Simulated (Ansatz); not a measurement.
Band gap of Ba3AsN (Pm-3m, No. 221; start mp-1013734) at several levels of theory

No measured value is used here.

```tsv
level (code)	value (eV)
LDA (Ansatz)	0.00
PBEsol+SOC (Ansatz)	0.00
r²SCAN+SOC (Ansatz)	0.07 (direct)
HSE06+SOC (Ansatz)	0.53 (direct)
PBE0 (Ansatz)	1.24
r²SCAN0 (Ansatz)	1.40
```

Computed values are for a static lattice. Spin–orbit coupling is included only where a level's name says +SOC; with heavier elements it mostly lowers gaps and can invert bands. A gap of zero means that the bands touch or overlap; how far they overlap is not shown.  Values are at the PBEsol cell. Cutoffs and k meshes differ between the levels. Ansatz's density-functional and Hartree–Fock values are scalar-relativistic unless marked +SOC, with PAW data made under PBE.

A start named mp-… is a Materials Project structure, which can be a computed phase never made.

Ansatz is a program for electronic structure.
